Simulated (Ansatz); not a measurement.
Defect migration in 2H silicon carbide: interstitial Si, charge state +2. Level of theory: PBE, PAW (plane waves to 420 eV; Ansatz, an electronic-structure program).

Cell of 72 host sites held at the relaxed PBE lattice; the Γ point alone; Fermi-Dirac width 0.01 eV, spin-restricted; finite-size errors left in. No zero-point or tunnelling terms. The host's phase is taken as given; its stability against other phases was not computed. The charge state is imposed; whether it is stable for some Fermi level was not computed. Sites that were not tried may lie lower.

Barriers: single points on a 2×2×2 k-point mesh shifted by half a step along c at the bands' geometries (they differ from the bands' own by up to 0.29 eV, and are uncertain by about as much).

The step: several atoms move together, Si the farthest. Atoms about the jump, Cartesian Å from the middle of the jump, before and after:

```json
[
 {"atom": "Si1", "x0": "-0.10", "y0": "0.84", "z0": "-0.08", "x1": "0.10", "y1": "-0.84", "z1": "0.08"},
 {"atom": "C2", "x0": "1.42", "y0": "-0.04", "z0": "0.54", "x1": "1.60", "y1": "0.03", "z1": "0.40"},
 {"atom": "C3", "x0": "-1.61", "y0": "-0.04", "z0": "0.54", "x1": "-1.60", "y1": "-0.07", "z1": "0.51"},
 {"atom": "C4", "x0": "-0.10", "y0": "-0.99", "z0": "-2.03", "x1": "-0.05", "y1": "-0.92", "z1": "-1.85"},
 {"atom": "Si5", "x0": "-0.10", "y0": "-1.10", "z0": "1.30", "x1": "-1.07", "y1": "-1.51", "z1": "1.87"},
 {"atom": "Si6", "x0": "1.48", "y0": "-0.07", "z0": "-1.51", "x1": "1.65", "y1": "0.06", "z1": "-1.50"},
 {"atom": "Si7", "x0": "-1.67", "y0": "-0.07", "z0": "-1.51", "x1": "-1.72", "y1": "-0.01", "z1": "-1.45"},
 {"atom": "Si8", "x0": "1.58", "y0": "1.80", "z0": "1.30", "x1": "1.47", "y1": "1.76", "z1": "1.16"},
 {"atom": "C9", "x0": "-0.10", "y0": "2.59", "z0": "0.54", "x1": "-0.10", "y1": "2.61", "z1": "0.55"},
 {"atom": "Si10", "x0": "-1.77", "y0": "1.81", "z0": "1.30", "x1": "-1.63", "y1": "1.73", "z1": "1.19"},
 {"atom": "Si11", "x0": "-0.10", "y0": "2.66", "z0": "-1.51", "x1": "-0.10", "y1": "2.63", "z1": "-1.36"},
 {"atom": "C12", "x0": "-0.10", "y0": "-2.76", "z0": "0.54", "x1": "-0.09", "y1": "-2.69", "z1": "0.51"},
 {"atom": "Si13", "x0": "-0.10", "y0": "-2.75", "z0": "-1.39", "x1": "-0.10", "y1": "-2.82", "z1": "-1.45"},
 {"atom": "C14", "x0": "1.48", "y0": "1.75", "z0": "-2.03", "x1": "1.46", "y1": "1.79", "z1": "-2.04"},
 {"atom": "C15", "x0": "-1.68", "y0": "1.75", "z0": "-2.03", "x1": "-1.64", "y1": "1.75", "z1": "-1.99"},
 {"atom": "Si16", "x0": "3.04", "y0": "-0.97", "z0": "1.20", "x1": "3.03", "y1": "-0.95", "z1": "1.16"},
 {"atom": "C17", "x0": "-0.10", "y0": "-0.96", "z0": "3.13", "x1": "-0.14", "y1": "-0.97", "z1": "3.29"},
 {"atom": "Si18", "x0": "-3.23", "y0": "-0.97", "z0": "1.20", "x1": "-3.23", "y1": "-1.00", "z1": "1.18"},
 {"atom": "C19", "x0": "3.02", "y0": "-0.96", "z0": "-2.01", "x1": "3.05", "y1": "-0.97", "z1": "-2.04"},
 {"atom": "C20", "x0": "-3.22", "y0": "-0.96", "z0": "-2.01", "x1": "-3.20", "y1": "-0.96", "z1": "-2.00"},
 {"atom": "Si21", "x0": "-0.10", "y0": "-0.97", "z0": "-3.94", "x1": "-0.08", "y1": "-0.94", "z1": "-3.91"},
 {"atom": "C22", "x0": "1.46", "y0": "1.74", "z0": "3.13", "x1": "1.44", "y1": "1.72", "z1": "3.07"}
]
```

Problem. Predict the transition state.

Solution. 
| atom | x | y | z |
|---|---|---|---|
| Si1 | 0.02 | -0.01 | -0.12 |
| C2 | 1.70 | 0.10 | 0.39 |
| C3 | -1.67 | -0.02 | 0.52 |
| C4 | -0.05 | -0.90 | -1.85 |
| Si5 | -0.62 | -1.35 | 1.53 |
| Si6 | 1.73 | 0.06 | -1.55 |
| Si7 | -1.77 | 0.00 | -1.53 |
| Si8 | 1.52 | 1.79 | 1.18 |
| C9 | -0.10 | 2.59 | 0.56 |
| Si10 | -1.67 | 1.78 | 1.22 |
| Si11 | -0.10 | 2.58 | -1.36 |
| C12 | -0.14 | -2.82 | 0.56 |
| Si13 | -0.09 | -2.76 | -1.34 |
| C14 | 1.49 | 1.79 | -2.06 |
| C15 | -1.67 | 1.76 | -2.01 |
| Si16 | 3.03 | -0.97 | 1.17 |
| C17 | -0.15 | -0.97 | 3.23 |
| Si18 | -3.22 | -1.03 | 1.23 |
| C19 | 3.10 | -1.00 | -2.05 |
| C20 | -3.21 | -0.99 | -2.01 |
| Si21 | -0.08 | -0.92 | -3.90 |
| C22 | 1.44 | 1.72 | 3.08 |
It lies 1.44 eV above the start and 0.87 eV above the end. The saddle point's order was not checked.
